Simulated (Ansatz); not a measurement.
Structure of amorphous Si30N40Ag (periodic cell):

```xyz
71
Lattice="9.3087 0.0000 0.0000 0.0000 9.3087 0.0000 0.0000 0.0000 9.3087" Properties=species:S:1:pos:R:3 pbc="T T T"
Si     7.0543     0.0423     0.3546
Si     5.1016     7.4397     8.5310
Si     8.1007     7.4959     2.7969
Si     4.7978     3.3175     8.5262
Si     1.2648     9.3029     2.7246
Si     4.6176     4.5494     5.6731
Si     0.6331     8.6553     6.8355
Si     0.7698     1.1741     9.2182
Si     2.4529     1.8042     6.7716
Si     3.2572     1.9470     4.3928
Si     7.9790     3.0726     0.2857
Si     5.2989     4.2803     3.3643
Si     2.6657     6.3266     6.9437
Si     2.4251     3.8378     8.9183
Si     0.2781     5.2054     2.4446
Si     7.9634     5.2545     5.0816
Si     5.4989     6.8219     3.9062
Si     6.7179     4.8360     8.0509
Si     4.1802     8.7328     3.0638
Si     7.6654     2.9142     3.3987
Si     7.8609     9.1991     4.4123
Si     0.0158     7.6101     0.4230
Si     3.5521     8.4141     5.9207
Si     1.1755     2.9046     2.2689
Si     0.0841     5.4380     7.4530
Si     5.8031     1.4656     2.5735
Si     1.7177     4.4106     5.0238
Si     4.6512     5.7030     0.9029
Si     7.5996     7.7187     7.1793
Si     2.3741     7.5343     1.2503
N      9.2131     7.4832     8.0157
N      4.3021     1.0973     3.2814
N      1.1314     0.8938     7.5422
N      1.5461     4.3493     3.2167
N      1.4336     2.6954     0.5226
N      8.3538     8.8566     6.0694
N      8.3700     5.9047     3.3662
N      8.7780     3.4899     1.9777
N      5.9222     6.0204     9.0908
N      2.5672     8.2133     2.7707
N      3.0806     5.3161     5.6432
N      0.9244     6.4265     1.3100
N      9.2152     8.6614     3.4566
N      1.9275     7.7866     6.2381
N      7.2689     1.2605     3.6169
N      0.3684     5.2795     5.7525
N      4.9496     5.7728     2.5651
N      6.3878     3.2741     9.0885
N      4.3807     7.8783     4.5777
N      3.2977     2.6255     7.9857
N      1.6939     1.5678     3.1268
N      6.4412     8.5422     8.1734
N      7.8490     7.9228     1.1365
N      3.8619     4.2563     0.4408
N      5.7377     0.6000     1.1517
N      6.8345     7.9121     3.8445
N      1.7641     5.2678     8.0783
N      3.4160     0.7956     5.7986
N      6.2027     3.1776     2.4964
N      7.9428     3.5709     4.8777
N      7.5177     6.0279     6.7389
N      1.1799     8.9505     0.7848
N      1.9424     2.7660     5.4619
N      4.1255     7.3213     7.1686
N      8.3642     1.3194     0.1449
N      5.3519     4.1947     7.1302
N      8.4308     4.4100     8.4744
N      3.8201     7.2022     0.4736
N      5.9439     5.3326     4.7317
N      4.2813     3.3936     4.4171
Ag     8.6374     2.2500     6.4052
```

Level of theory: PBE, scalar-relativistic without spin-orbit coupling (plane waves to 420 eV, PAW; Ansatz, a first-principles code). In the spin-polarised cell the level spacing at the Fermi energy can part levels of unlike spin.

A CHGNet melt-quench gave the starting glass, which DFT then relaxed. N atoms were pushed apart under 1.9 Å during the dynamics, to hinder bonds among them. The hot cell started wider than the set density and was brought back towards it in steps. It is the lowest in DFT energy of 2 quenches. It is a model cell: composition and starting density were chosen by hand, and all elements were melted together. No dispersion term was used. Its density started from a set value of 3.11 and ended at 3.11 g/cm³. The quench (nominally 300 K/ps over its main leg) was far faster than any real one, so the model tends to hold more defects than a real film. One small periodic cell is one sample of the glass; other quenches scatter about these values. The volume was held where the preparation left it, at a PBE pressure of 4.9 GPa. Stress components on the final sampling reach 6.3 GPa.

Cut-offs for bonds: Si-Si 2.60 Å, Si-N 2.24 Å, Si-Ag 2.82 Å, N-N 1.70 Å, N-Ag 2.59 Å, Ag-Ag 3.19 Å. Two cations that share two anions don't count as bonded, nor two that share one unless they lie closer than Si-Si 2.38 Å, Si-Ag 2.74 Å, Ag-Ag 3.10 Å.

### Question
Give the coordination numbers, mean bond lengths and angles.

### Answer

- Mean coordination of Si by anions: 4.10 (1 with 3, 25 with 4, 4 with 5)
- Mean coordination of N: 3.12 (1 with 2, 33 with 3, 6 with 4)
- Mean coordination of Ag by anions: 2.00 (1 with 2)
- Mean Si-N bond: 1.768 Å (spread 0.088 Å, 123 counted)
- Mean N-Ag bond: 2.331 Å (spread 0.195 Å, 2 counted)
- Bond angle at Si: mean 108.6°, spread 16.2°
- Bond angle at N: mean 114.7°, spread 18.5°

### Question
Which atoms depart from the most common coordination of their element?

### Answer
Si10 has 5 (N32 1.75 Å, N70 1.77 Å, N58 1.82 Å, N63 1.88 Å, N51 2.05 Å); Si16 has 5 (N60 1.70 Å, N46 1.84 Å, N37 1.88 Å, N61 1.88 Å, N69 2.05 Å); Si18 has 5 (N39 1.77 Å, N66 1.77 Å, N67 1.82 Å, N48 1.90 Å, N61 1.94 Å); Si19 has 3 (N32 1.69 Å, N40 1.72 Å, N49 1.75 Å); Si25 has 5 (N46 1.73 Å, N67 1.74 Å, N57 1.80 Å, N61 2.09 Å, N31 2.13 Å); N31 has 4 (Si22 1.72 Å, Si7 1.82 Å, Si29 1.83 Å, Si25 2.13 Å); N33 has 4 (Si8 1.74 Å, Si7 1.77 Å, Si9 1.78 Å, Ag71 2.53 Å); N38 has 4 (Si24 1.83 Å, Si20 1.89 Å, Si11 1.92 Å, Si15 1.95 Å); N55 has 2 (Si1 1.64 Å, Si26 1.67 Å); N61 has 4 (Si29 1.75 Å, Si16 1.88 Å, Si18 1.94 Å, Si25 2.09 Å); N62 has 4 (Si8 1.81 Å, Si22 1.81 Å, Si30 1.91 Å, Si5 1.97 Å); N69 has 4 (Si17 1.76 Å, Si6 1.81 Å, Si12 1.84 Å, Si16 2.05 Å).

### Question
List the pairs of like atoms that count as bonded by the rules above.

### Answer
There are none by these rules.
